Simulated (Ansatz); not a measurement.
Base system: MgO in the rock salt structure (space group Fm-3m, No. 225; a = 4.204 Å).

Calculations: Ansatz (a quantum-chemistry and plane-wave program) r2SCAN, spin-orbit coupling left out.

For the base:

| Property | Result |
|---|---|
| Electron mass | 0.36 mₑ (at Γ) |
| Gap character | direct at Γ |
| Density | 3.60 g/cm³ |
| Hole mass | 0.42, 2.1, 2.1 mₑ (at Γ) |

One thing is altered: a hydrostatic pressure of 0.9 GPa.

Problem. What happens to the electron mass, gap character, density and hole mass?

Solution. The electron mass becomes 0.37 mₑ (at Γ) (base: 0.36 mₑ (at Γ)); the gap character stays direct at Γ; the density rises by 0.02 g/cm³ to 3.62 g/cm³; the hole mass (degenerate bands, along [100]) stays 0.42, 2.1, 2.1 mₑ (at Γ).

Load acts through the strain it causes; cell and atoms are relaxed under it. Effective masses come from finite differences of ±0.01 Å⁻¹. No phonon test of stability was made.
